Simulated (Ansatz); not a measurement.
Terminations of the (111)A surface of zinc-blende AlAs (Al plane on top), measured from the surface '2x2 with 3 H on 4 top atoms'. Atoms come from or go to: Al: fcc Al, As: rhombohedral As, H: ½ H2(g), In: tetragonal indium, Mg: hcp Mg, N: ½ N2(g), O: ½ O2(g), Si: silicon. ΔE is the energy of forming the row's surface from that one (negative: more stable at these reservoirs); the vacuum level's shift is aligned on the shared bottom. No zero-point or thermal terms. These are constructed structures in small cells; real faces may alloy, dewet or reconstruct in larger ones, and not all known structures of the face are among them. Slabs of about 14 Å with all that they carry, Fermi-Dirac smearing of 0.025 eV. Bottom of the slabs: H caps. Relaxed from the named starts with such symmetry as they have, on meshes of like density; energies extrapolated to zero smearing; no spin-orbit coupling, no U. Spin-polarised runs, if any, are marked in brackets, and their order is one that fits the cell; the others ran without spin. Where a second, spin-polarised start was run, the lower counts. A dash marks a value that is undefined for that row (no clear gap, or no work function of a gapped slab) or was not read reliably on its mesh.

The numbers are results of PBE (plane waves to 420 eV, PAW; Ansatz, a program for electronic structure), not measurements.

| surface | atoms added per 1x1 | ΔE per 1x1 (eV) | slab gap (eV) | shift of the vacuum level (eV) | work function (eV) |
|---|---|---|---|---|---|
| 2x2 In adatom at T4 | -0.75 H, +0.25 In | 0.52 | 0.35 | -0.96 | – |
| NH2 on every top atom [spin start, no net moment] | +1.25 H, +1 N | [?] | – | -1.04 | 4.90 |
| 2x2 Mg adatom at T4 [spin, 1.0 μB a cell] | -0.75 H, +0.25 Mg | 0.69 | 0.31 | -1.42 | – |
| 2x2 with 3 H on 4 top atoms | none | 0.00 | 1.36 | 0.00 | – |
| OH on every top atom [spin start, no net moment] | +0.25 H, +1 O | -3.39 | – | 0.01 | 5.96 |
| 2x2 with 2 H on 4 top atoms [spin, 1.0 μB a cell] | -0.25 H | 0.26 | – | -0.28 | – |
| As trimer, 2x2 | +0.75 As, -0.75 H | -0.08 | 1.03 | -0.04 | – |
| 2x2 with 1 H on 4 top atoms (1 Al–Al bonds formed) | -0.5 H | 0.52 | – | -0.73 | – |
| 2x2 O adatom at H3 (3 Al–O bonds formed) [spin, 1.0 μB a cell] | -0.75 H, +0.25 O | -0.23 | 0.69 | -1.16 | – |
| 2x2 Si adatom at H3 [spin, 0.8 μB a cell] | -0.75 H, +0.25 Si | 0.70 | – | -0.73 | – |
| 2x2 Al vacancy | -0.25 Al, -0.75 H | [?] | 1.05 | -1.22 | – |
| 2x2 cell from a buckled start [spin, 2.8 μB a cell] | -0.75 H | 0.77 | – | -0.83 | 4.15 |

**Question.** Some entries are withheld; supply them.

**Answer.** 
- NH2 on every top atom [spin start, no net moment], ΔE per 1x1 (eV): -1.36
- 2x2 Al vacancy, ΔE per 1x1 (eV): 0.33
